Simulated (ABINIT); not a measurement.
# Worked example: self-consistent single point of SiC (F-43m, 2 atoms in the cell) in ABINIT

Method: LDA (PW92), PAW (JTH v2.0 LDA PAW) (plane waves; ABINIT).

Input:

```
# SiC, JTH v2.0 LDA PAW
pp_dirpath "./"
pseudos "Si.LDA_PW-JTH.xml, C.LDA_PW-JTH.xml"
acell 5.8551283577 5.8551283577 5.8551283577
rprim
        -0.0000000000    0.7071067812    0.7071067812
         0.7071067812    0.0000000000    0.7071067812
         0.7071067812    0.7071067812   -0.0000000000
natom 2
ntypat 2
znucl 14 6
typat 1 2
xcart
         0.0000000000    0.0000000000    0.0000000000
         1.0954500000    1.0954500000    1.0954500000
      Angstrom
ecut 571 eV
pawecutdg 1143 eV
pawxcdev 0
occopt 3
tsmear 0.05 eV
nband 9
kptopt 1
ngkpt 10 10 10
nshiftk 1
shiftk 0 0 0
nstep 50
toldfe 1.0e-09
prtwf 0
prtden 0
prtvol 1
enunit 1
```

Output, abridged:

```
 Symmetries : space group F-4 3 m (#216); Bravais cF (face-center cubic)

 -outvars: echo values of preprocessed input variables --------
            acell      5.8551283577E+00  5.8551283577E+00  5.8551283577E+00 Bohr
             ecut      2.09838648E+01 Hartree
           enunit           1
              ixc       -1012
         kptrlatt       10    0    0      0   10    0      0    0   10
          kptrlen      5.85512836E+01
            natom           2
            nband           9
            ngfft          27      27      27
          ngfftdg          36      36      36
             nkpt          47
            nstep          50
             nsym          24
           ntypat           2
           occopt           3
        pawecutdg      4.20044789E+01 Hartree
         pawxcdev           0
            rprim     -0.0000000000E+00  7.0710678120E-01  7.0710678120E-01
                       7.0710678120E-01  0.0000000000E+00  7.0710678120E-01
                       7.0710678120E-01  7.0710678120E-01 -0.0000000000E+00
          spgroup         216
           toldfe      1.00000000E-09 Hartree
           tsmear      1.83746627E-03 Hartree
            typat      1  2
           useylm           1
             xred      0.0000000000E+00  0.0000000000E+00  0.0000000000E+00
                       2.5000000000E-01  2.5000000000E-01  2.5000000000E-01
            znucl       14.00000    6.00000

== DATASET  1 ==================================================================

 Real(R)+Recip(G) space primitive vectors, cartesian coordinates (Bohr,Bohr^-1):
 R(1)=  0.0000000  4.1402010  4.1402010  G(1)= -0.1207671  0.1207671  0.1207671
 R(2)=  4.1402010  0.0000000  4.1402010  G(2)=  0.1207671 -0.1207671  0.1207671
 R(3)=  4.1402010  4.1402010  0.0000000  G(3)=  0.1207671  0.1207671 -0.1207671
 Unit cell volume ucvol=  1.4193656E+02 bohr^3
 Angles (23,13,12)=  6.00000000E+01  6.00000000E+01  6.00000000E+01 degrees

 Coarse grid specifications (used for wave-functions):

 getcut: wavevector=  0.0000  0.0000  0.0000  ngfft=  27  27  27
         ecut(hartree)=     20.984   => boxcut(ratio)=   2.15660

 Fine grid specifications (used for densities):

 getcut: wavevector=  0.0000  0.0000  0.0000  ngfft=  36  36  36
         ecut(hartree)=     42.004   => boxcut(ratio)=   2.10743

   6.65779614E+01                                ecore*ucvol(ha*bohr**3)

_setup2: Arith. and geom. avg. npw (full set) are     651.813     651.783

--- !BeginCycle
solver: {iscf: 17, nstep: 50, nline: 4, wfoptalg: 10, }
tolerances: {toldfe: 1.00E-09, }
...

     iter   Etot(hartree)      deltaE(h)  residm     nres2
 ETOT  1  -9.8259758629953    -9.826E+00 6.377E-01 2.351E+01
 ETOT  2  -9.8075594055806     1.842E-02 2.330E-02 2.856E+00
 ETOT  3  -9.8034464561013     4.113E-03 9.338E-03 3.409E-01
 ETOT  4  -9.8031587257383     2.877E-04 1.137E-03 3.426E-03
 ETOT  5  -9.8031715420044    -1.282E-05 2.532E-04 3.916E-04
 ETOT  6  -9.8031728558872    -1.314E-06 1.812E-04 1.173E-05
 ETOT  7  -9.8031729395290    -8.364E-08 1.381E-04 4.276E-07
 ETOT  8  -9.8031729475338    -8.005E-09 9.289E-05 6.117E-09
 ETOT  9  -9.8031729486369    -1.103E-09 6.555E-05 1.134E-09
 ETOT 10  -9.8031729487867    -1.499E-10 4.185E-05 5.910E-11
 ETOT 11  -9.8031729488089    -2.217E-11 2.855E-05 1.053E-11

 At SCF step   11, etot is converged :
  for the second time, diff in etot=  2.217E-11 < toldfe=  1.000E-09

 Cartesian components of stress tensor (hartree/bohr^3)
  sigma(1 1)=  2.73725876E-04  sigma(3 2)=  0.00000000E+00
  sigma(2 2)=  2.73725876E-04  sigma(3 1)=  0.00000000E+00
  sigma(3 3)=  2.73725876E-04  sigma(2 1)=  0.00000000E+00

 ----iterations are completed or convergence reached----

 reduced coordinates (array xred) for    2 atoms
       0.000000000000      0.000000000000      0.000000000000
       0.250000000000      0.250000000000      0.250000000000
 cartesian forces (eV/Angstrom) at end:
    1      0.00000000000000     0.00000000000000    -0.00000000000000
    2     -0.00000000000000    -0.00000000000000     0.00000000000000
 frms,max,avg= 1.0006057E-28 1.5676478E-28   0.000E+00  0.000E+00  0.000E+00 e/A
 length scales=  5.855128357700  5.855128357700  5.855128357700 bohr
              =  3.098400480264  3.098400480264  3.098400480264 angstroms
 Fermi (or HOMO) energy (eV) =   8.17342   Average Vxc (eV)= -11.61163
 Eigenvalues (   eV  ) for nkpt=  47  k points:
 kpt#   1, nband=  9, wtk=  0.00100, kpt=  0.0000  0.0000  0.0000 (reduced coord)
  -7.72808    7.49179    7.49179    7.49179   13.53153   14.54312   14.54312   14.54312
  22.12413
 prteigrs : prtvol=0 or 1, do not print more k-points.

--- !EnergyTerms
comment             : Components of total free energy in Hartree
kinetic             :  5.03364375406071E+00
hartree             :  1.16784728647569E+00
xc                  : -4.58311266044005E+00
Ewald energy        : -1.04087663138955E+01
psp_core            :  4.69068457916122E-01
local_psp           : -4.02623270369906E+00
spherical_terms     :  2.54437943323834E+00
internal            : -9.80317274634377E+00
'-kT*entropy'       : -8.07907246540331E-10
total_energy        : -9.80317274715168E+00
total_energy_eV     : -2.66757896668635E+02
...

-Cartesian components of stress tensor (GPa)         [Pressure= -8.0533E+00 GPa]
- sigma(1 1)=  8.05329195E+00  sigma(3 2)=  0.00000000E+00
- sigma(2 2)=  8.05329195E+00  sigma(3 1)=  0.00000000E+00
- sigma(3 3)=  8.05329195E+00  sigma(2 1)=  0.00000000E+00

 Calculation completed.
```

The run converged in 11 iterations.

The starting cell has typed, rounded lattice constants, without a prior relaxation at this level. Its lattice was rescaled by up to half a per cent. With a pressure of about -8 GPa the cell is away from its equilibrium volume at this level.
